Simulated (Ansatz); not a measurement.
## Computed paths: interstitial Li in amorphous Hf10Si10O40 (a melt-quenched model of 60 atoms), charge state +1

System: interstitial Li in amorphous Hf10Si10O40 (a melt-quenched model of 60 atoms) (charge state +1). The numbers are results of PBE, PAW (plane waves to 420 eV; Ansatz, a quantum-chemistry and plane-wave program), not measurements.

Settings: 60 host sites, the glass model's own volume, the Γ point alone, smearing 0.01 eV, spin-restricted, no image-charge correction. Static, classical nuclei. Spin-orbit coupling is left out. This is one neighbourhood of one small, fast-quenched model, and the added charge may sit on a native defect of the glass. The charge state is imposed; whether it is stable for some Fermi level was not computed. Sites that were not tried may lie lower.

Barriers: single points on a 2×2×2 k-point mesh shifted by half a step at the bands' geometries.

```json
[
 {"Route": "a direct jump of one Li atom", "Start site over the lowest site run (eV)": "0.29", "Hop (Å)": "2.55", "Forward barrier (eV)": "0.48", "Backward barrier (eV)": "0.06", "Neighbours at the start": "O at 1.98, 2 O at 2.11, O at 2.24 Å", "Neighbours at the saddle": "O at 1.94, O at 2.07, O at 2.49 Å", "Saddle order": "not checked", "Forward, on the band's own sampling (eV)": "0.49"}
]
```

Paths come from nudged elastic bands with a climbing image.   A further band (a concerted move, in which Li travels most, 3.22 Å) gave 0.86 eV forward on its own sampling, 0.86 eV above the lowest site run, but much of the cell moves along it, so it is not taken as a result.

The whole set of runs took about 2.8 core-hours (a rough figure).
